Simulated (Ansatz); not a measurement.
The starting structures come from a database of crystals and need not be the phases stable at ambient conditions.

By PBEsol, the system below comes out a metal.

The ballistic (Sharvin) conductance counts the channels at the Fermi level: G/A = (e²/h) × channels of both spins per area.

Given:

```
CELL_PARAMETERS angstrom
      3.28321     0.00000     0.00000
      0.00000    13.76861     0.00000
      1.64161     0.00000     2.84334
ATOMIC_POSITIONS crystal
  Nb 0.33333 0.91668 0.33333
  Nb 0.66667 0.08332 0.66667
  Nb 0.66667 0.41668 0.66667
  Nb 0.33333 0.58332 0.33333
  Sn 0.33333 0.25000 0.33333
  Sn 0.66667 0.75000 0.66667
  C  0.00000 0.00000 0.00000
  C  0.00000 0.50000 0.00000
```

Space group of this cell: P6_3/mmc. The cell is taken as given; by PBEsol its mean pressure is -6.5 GPa.

The current flows along the normal of the first two printed cell vectors, the (100) plane of the conventional cell. No spin-orbit coupling; the value is a mean over 0.1 eV about the Fermi level.

Task: Give the ballistic conductance per area that PBEsol in Ansatz (a program for electronic structure) yields.

Result: 0.72 × 10¹⁵ S/m² for both spins.
